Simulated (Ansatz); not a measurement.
Terminations of the (111)A surface of zinc-blende ZnSe (Zn plane on top), measured from the surface '2x2 with 2 H on 4 top atoms'. Atoms come from or go to: Cl: ½ Cl2(g), H: ½ H2(g), I: ½ I2(g), In: tetragonal indium, N: ½ N2(g), O: ½ O2(g), Se: trigonal Se, Zn: hcp Zn. ΔE is the energy of forming the row's surface from that one (negative: more stable at these reservoirs); the vacuum level's shift is aligned on the shared bottom. No zero-point or thermal terms. These are constructed structures in small cells; real faces may alloy, dewet or reconstruct in larger ones, and not all known structures of the face are among them. Slabs of about 14 Å with all that they carry, Fermi-Dirac smearing of 0.025 eV. Bottom of the slabs: H caps. Relaxed from the named starts with such symmetry as they have, on meshes of like density; energies extrapolated to zero smearing; no spin-orbit coupling, no U. Spin-polarised runs, if any, are marked in brackets, and their order is one that fits the cell; the others ran without spin. A dash marks a value that is undefined for that row (no clear gap, or no work function of a gapped slab) or was not read reliably on its mesh.

Computed with PBE (plane waves to 420 eV, PAW; Ansatz, a program for electronic structure).

```
surface                                                                     atoms added per 1x1  ΔE per 1x1 (eV)  slab gap (eV)  shift of the vacuum level (eV)  work function (eV)
--------------------------------------------------------------------------  -------------------  ---------------  -------------  ------------------------------  ------------------
I on every top atom                                                                -0.5 H, +1 I            -0.88              –                           -0.30                   –
2x2 with 1 H on 4 top atoms [spin start, no net moment]                                 -0.25 H              [?]              –                           -0.65                3.91
2x2 Se adatom at T4 (1 Se–Se bonds broke)                                      -0.5 H, +0.25 Se            -0.18           0.99                           -0.51                   –
2x2 with 2 OH on 4 top atoms                                                             +0.5 O            -1.31           1.44                            0.48                   –
2x2 O adatom at T4 (3 O–Zn bonds formed; 1 O–Se bonds broke)                    -0.5 H, +0.25 O            -0.14           0.71                           -0.64                   –
H on every top atom                                                                      +0.5 H             0.85              –                            1.01                7.04
relaxed from the ideal Zn-terminated 1x1 (like top atoms buckled by 1.0 Å)               -0.5 H             0.42              –                           -1.09                3.64
2x2 O adatom at H3 (3 O–Zn bonds formed)                                        -0.5 H, +0.25 O            -0.26           1.26                           -0.93                   –
2x2 In adatom at T4 (1 In–Se, 1 In–Zn bonds broke) [spin, 0.8 μB a cell]       -0.5 H, +0.25 In             0.35              –                           -1.24                   –
2x2 Zn adatom at T1 (3 Se–Zn bonds broke)                                      -0.5 H, +0.25 Zn             0.36           1.28                           -0.85                   –
2x2 with 2 NH2 on 4 top atoms                                                    +0.5 H, +0.5 N            -0.41           1.01                           -0.18                   –
2x2 with 2 Cl on 4 top atoms                                                    +0.5 Cl, -0.5 H            -0.96            [?]                            1.49                   –
```

What belongs in the gaps?


- 2x2 with 1 H on 4 top atoms [spin start, no net moment], ΔE per 1x1 (eV): 0.21
- 2x2 with 2 Cl on 4 top atoms, slab gap (eV): 1.25
